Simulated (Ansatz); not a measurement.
The reference is ZrS2 in the CdI2 type structure (space group P-3m1, No. 164; a = 3.6348 Å, c = 5.7197 Å; layered, stacked along the Cartesian z axis).

The change: the cell is scaled by 1.0110 in all directions; the atoms relax in the strained cell.

Levels (all Ansatz, a first-principles code, PAW): PBE-D3(BJ) (420 eV, scalar-relativistic without spin-orbit coupling); HSE06 (420 eV, without spin-orbit coupling); PBE+SOC (420 eV, noncollinear with spin-orbit coupling).

One geometry, relaxed with PBE-D3(BJ), under each level:

The valence-band top lists the three highest levels at Γ (Kramers pairs under SOC), from the VBM.

```tsv
level	band gap	lowest conduction level above the VBM at special points	valence-band top at Γ
PBE-D3(BJ)	0.80 eV	L 0.80 eV; M 0.98 eV; A 1.38 eV; Γ 1.43 eV	–
HSE06	1.58 eV	L 1.58 eV; M 1.74 eV; A 2.25 eV; Γ 2.30 eV	–
PBE+SOC	…	…	…
```

Give the withheld PBE+SOC results.


- PBE+SOC, band gap: 0.79 eV
- PBE+SOC, lowest conduction level above the VBM at special points: L 0.79 eV; M 0.97 eV; A 1.37 eV; Γ 1.42 eV
- PBE+SOC, valence-band top at Γ: 0.00, -0.21, -0.30 eV

Single points use the geometry relaxed with PBE-D3(BJ). The hybrid gap comes from the SCF mesh plus the semilocal run's edge points and a few special points and is an upper bound. Differences between runs with and without spin-orbit coupling are approximate. Whether these cells are dynamically stable was not tested.
